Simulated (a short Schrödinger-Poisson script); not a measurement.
System: gated In0.52Al0.48As/In0.53Ga0.47As modulation-doped gas in a quantum well, at 77 K.

```
layer        material  thickness (nm)  Nd (cm⁻³)  Na (cm⁻³)
-----  --------------  --------------  ---------  ---------
1      In0.52Al0.48As              30          -          -
2      In0.52Al0.48As              30     8.3e17          -
3      In0.52Al0.48As               2          -          -
4      In0.53Ga0.47As               8          -          -
5      In0.52Al0.48As            4000          -       4e15
```

Constants are typed, rounded textbook-type inputs, not results; the design itself was drawn at random and stands for no fabricated device. In0.52Al0.48As: permittivity 12.5, conduction-band edge (eV) 0.52, gap (eV) 1.45, electron mass (mₑ) 0.075, Nv at 300 K (cm⁻³) 1.1e19. In0.53Ga0.47As: permittivity 13.9, conduction-band edge (eV) 0, gap (eV) 0.74, Nv at 300 K (cm⁻³) 7.7e18.

Channel valleys (confinement mass, in-plane density-of-states mass, number): Γ 0.041, 0.041, 1. At the gate the conduction-band edge of layer 1 lies 0.65 eV − eVg above the Fermi level of the channel; the field vanishes at the back. Donor level 0.05 eV below the band edge. The barrier under the gate holds no holes. Gaps are held at their typed values at every temperature. Mesh 0.08 nm at interfaces.

From a short Schrödinger-Poisson script (our own, NumPy): 1D Poisson equation in equilibrium, electrons quantum, Hartree (BenDaniel-Duke, 40 states a valley, the channel's in-plane mass for all, wave functions free to enter the barrier), parabolic valleys, classical holes, donors ionised by Fermi statistics, acceptors fully, no traps, pinning or gate leakage.

The same stack at other levels of the model or other numerical settings:

```
run                                                                  sheet density of all electrons at Vg = 0.4 V (cm⁻²)  sheet density of all electrons at Vg = -1.1 V (cm⁻²)  capacitance at Vg = 0.4 V (μF/cm²)  centroid of the channel electrons at Vg = 0.4 V (nm)  rough cost against the base
-------------------------------------------------------------------  ---------------------------------------------------  ----------------------------------------------------  ----------------------------------  ----------------------------------------------------  ---------------------------
base                                                                                                             1.34e12                                               1.11e11                               0.309                                                  3.61                      about 1
electrons treated as classical, Boltzmann                                                                        1.77e12                                               1.88e11                               0.288                                                  0.92                         0.02
electrons treated as classical, Fermi-Dirac                                                                      1.40e12                                               1.63e11                               0.309                                                  3.37                          0.1
electrons treated as quantum, Hartree plus LDA exchange-correlation                                              1.37e12                                               1.18e11                               0.309                                                  3.59                            1
mesh six times as coarse                                                                                         1.34e12                                               1.10e11                               0.309                                                  3.60                          0.2
one subband a valley                                                                                             1.34e12                                               1.11e11                               0.309                                                  3.61                          0.2
```

The classical rows ignore confinement, and Boltzmann statistics overrate the density once the band edge passes the Fermi level.
